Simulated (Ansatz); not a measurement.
Take Zr in the hcp (Mg type) structure (space group P6_3/mmc, No. 194; a = 3.246 Å, c = 5.151 Å) as the base.

Method: DFT with r2SCAN, PAW potentials and a 500 eV plane-wave cutoff in Ansatz (a quantum-chemistry and plane-wave program), no SOC.

Before the change:

The lattice parameter a comes out as 3.246 Å, the band gap comes out as zero and the c/a ratio is 1.587.

Modification: full substitution Zr → Mo, then cell and atoms are relaxed.

### Question
Estimate the effect on the lattice parameter a, band gap and c/a ratio.

### Answer
The lattice parameter a falls by 0.510 Å to 2.736 Å; the band gap stays zero; the c/a ratio increases by 0.212, from 1.587 to 1.799.

No phonon test of stability was made. For Mo in this form, whether it has been made was not checked. All final runs are without spin polarisation. This is not the structure that Mo has at room temperature and ambient pressure.
